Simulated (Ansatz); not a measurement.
**A computed series for BeSe: pressure series**

The reference is BeSe in the zinc blende structure (space group F-43m, No. 216; a = 5.178 Å).

Cell and atoms are relaxed at each pressure.

Calculations: PBE (Ansatz, an electronic-structure program, PAW, no SOC).

Candidates:
(a) pressure 7.5 GPa
(b) pressure 3 GPa
(c) pressure 0.3 GPa
(d) pressure 10 GPa
(e) pressure −1 GPa

Before the change:

The band gap is 2.67 eV.

Problem. Order them by band gap, highest first.

Solution. (e) pressure −1 GPa (2.70 eV), (c) pressure 0.3 GPa (2.67 eV), (b) pressure 3 GPa (2.59 eV), (a) pressure 7.5 GPa (2.48 eV), (d) pressure 10 GPa (2.43 eV)

Load acts through the strain it causes; cell and atoms are relaxed under it. No phonon test of stability was made. No other phases were tried under pressure.
